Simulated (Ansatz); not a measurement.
Structures of equal composition on the (111)B surface of zinc-blende GaP (P plane on top): 2x2 Ga adatom at H3; 2x2 Ga adatom at T1; 2x2 Ga adatom at T4. The slabs share one bottom face, and each structure is named by its start. These are constructed structures in small cells; real faces may alloy, dewet or reconstruct in larger ones, and not all known structures of the face are among them. Slabs of about 13 Å with all that they carry, Fermi-Dirac smearing of 0.025 eV. Bottom of the slabs: H caps. Relaxed from the named starts with such symmetry as they have, on meshes of like density; energies extrapolated to zero smearing; no spin-orbit coupling, no U. Spin-polarised runs, if any, are marked in brackets, and their order is one that fits the cell; the others ran without spin. Where a second, spin-polarised start was run, the lower counts.

Host crystal: zinc-blende GaP, with a band gap (PBE, scalar-relativistic without spin-orbit coupling).

Computed with PBE (plane waves to 420 eV, PAW; Ansatz, a first-principles code).

### Question
Order them by energy per 1x1 cell (lowest first) at the level PBE.

### Answer
2x2 Ga adatom at H3 (0.000 eV, gap 0.36 eV on the mesh), 2x2 Ga adatom at T4 (0.029 eV, gap 0.52 eV on the mesh), 2x2 Ga adatom at T1 (0.349 eV [spin, 1.5 μB a cell], no gap over 0.04 eV on the mesh)
